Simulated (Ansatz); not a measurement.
# Hypothetical P6_3/mmc PbI2: pressure series

Start from PbI$_{2}$ in the 2H-MoS2 type structure (space group P6_3/mmc, No. 194; a hypothetical phase, not in the database extracts checked).

```
PbI2
1.0
    4.39769     0.00000     0.00000
   -2.19884     3.80851     0.00000
    0.00000     0.00000    14.84532
Pb I
2 4
Cartesian
  0.00000   2.53900  11.13399
  2.19884   1.26950   3.71133
  0.00000   2.53900   1.66441
  2.19884   1.26950   9.08708
  2.19884   1.26950  13.18091
  0.00000   2.53900   5.75825
```

Cell and atoms are relaxed at each pressure.

Computed with PBE-D3(BJ) in Ansatz (plane waves to 420 eV, PAW, no spin-orbit coupling), earlier PAW set.

Notes on the quantities. enthalpy: H = E + PV relative to the base's energy.

| variant | shortest interatomic distance | enthalpy |
|---|---|---|
| base | 3.261 Å | – |
| pressure 0.3 GPa | 3.252 Å | +0.08 eV/atom |
| pressure 0.7 GPa | 3.241 Å | +0.18 eV/atom |
| pressure 1.5 GPa | 3.221 Å | +0.37 eV/atom |
| pressure 3 GPa | 3.190 Å | +0.72 eV/atom |
| pressure 5 GPa | 3.157 Å | +1.15 eV/atom |
| pressure 7.5 GPa | 3.125 Å | +1.67 eV/atom |
| pressure 10 GPa | 3.099 Å | +2.15 eV/atom |

The mesh was chosen for an insulator and is coarse for the gapless case. Load acts through the strain it causes; cell and atoms are relaxed under it. No phonon test of stability was made. No other phases were tried under pressure. All final runs are without spin polarisation.

Ansatz is an electronic-structure program.
